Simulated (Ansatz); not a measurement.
Consider a periodic stack without vacuum, fluorite-type CoSi2 (0 0 1) on zinc-blende ZnS (0 0 1) (film strained to the substrate, started from cuts of the bulks and a machine-learned relaxation; slabs S6Zn5 and Co4Si8, which can lie off the formulas): substrate slab S6Zn5, film Co4Si8, surface cells [[1, 0], [1, 1]] and [[1, 0], [1, 1]], film strained by +1.6 and +1.6 %, outermost planes S/S and Si/Co as cut, which need not be the usual terminations and can put a slab off its formula. Its start:

```
CELL_PARAMETERS angstrom
      3.84919     0.00000     0.00515
      0.00000     3.84919     0.00820
      0.03704     1.66444    26.66125
ATOMIC_POSITIONS crystal
  S  0.01677 0.39327 0.13202
  S  0.52425 0.92120 0.03109
  S  0.00945 0.31283 0.33652
  S  0.51119 0.86017 0.23425
  S  0.01254 0.06641 0.53672
  S  0.50921 0.75120 0.43911
  Zn 0.01289 0.87509 0.18278
  Zn 0.51911 0.40223 0.07847
  Zn 0.01005 0.78739 0.38738
  Zn 0.50969 0.34031 0.28513
  Zn 0.50758 0.23044 0.49216
  Co 0.57304 0.80810 0.76782
  Co 0.07408 0.36751 0.66727
  Co 0.56627 0.74349 0.96045
  Co 0.07081 0.26010 0.86492
  Si 0.07510 0.83504 0.72119
  Si 0.57492 0.33715 0.71961
  Si 0.57251 0.50152 0.62638
  Si 0.06967 0.91274 0.61949
  Si 0.06754 0.74077 0.91818
  Si 0.56954 0.25853 0.91786
  Si 0.57217 0.28294 0.81875
  Si 0.07159 0.77978 0.81878
```

The start was prepared with a machine-learned potential, and the result is one local minimum, with the in-plane cell held and forces under 0.04 eV/Å; the film can end far from its bulk form.

Calculation: PBE (plane waves to 420 eV, PAW; Ansatz, a program for electronic structure). Scalar-relativistic, without spin–orbit coupling; the runs are not spin-polarised; PBE gaps are too small against experiment. Its k-point mesh 8×8×1, Fermi–Dirac width 0.05 eV.

Problem. Predict the relaxed interface.

Solution. 
- interface area = 14.8 Å²
- period = 26.81 Å
- heights between the nearest atoms of the two slabs at the two interfaces = 2.12 and 1.92 Å
- Co–S contacts across the interfaces within 1.22 times the sum of covalent radii = 1, mean 2.09 Å
- S–Si contacts across the interfaces within 1.22 times the sum of covalent radii = 1, mean 2.18 Å
- estimate of the barrier = withheld, since the two interfaces are unlike
